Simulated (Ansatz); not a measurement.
The parent structure is HgSe in the zinc blende structure (space group F-43m, No. 216; a = 6.1328 Å). Axes: x, y, z lie along the cube axes.

The values are results of PBEsol, PAW, 420 eV (Ansatz, a first-principles code; no SOC), not measurements.

Strains are applied to the cell and any free atomic positions relax; under biaxial strain the out-of-plane vector relaxes too.

One change was made to it. Results:

The pressure (mean of the normal stresses, compression positive) goes from zero to 1.2 GPa; the energy grows by 6.6 meV/atom; the shortest interatomic distance falls by 0.022 Å to 2.634 Å; the band gap stays zero.

Q: What was done to the base?
A. biaxial strain −0.83 %, plane normal [111], relaxed out of plane
B. biaxial strain +0.83 %, plane normal [111], relaxed out of plane
C. biaxial strain −2.08 %, plane normal [111], relaxed out of plane
D. biaxial strain −1.25 %, plane normal [111], relaxed out of plane

A: C, biaxial strain −2.08 %, plane normal [111], relaxed out of plane. For comparison, the energy relative to the base in the other runs: biaxial strain −0.83 %, plane normal [111], relaxed out of plane gives +1.1 meV/atom; biaxial strain −1.25 %, plane normal [111], relaxed out of plane gives +2.4 meV/atom; biaxial strain +0.83 %, plane normal [111], relaxed out of plane gives +1.0 meV/atom.

The mesh was chosen for an insulator and is coarse for the gapless case. Spin-orbit coupling, missing from the scalar runs, can matter with Hg. Stability against distortions was not tested. All final runs are without spin polarisation. Gaps under 0.05 eV, about the width of the smearing, are given as zero. The zero or small gap of HgSe can change with the level of theory.
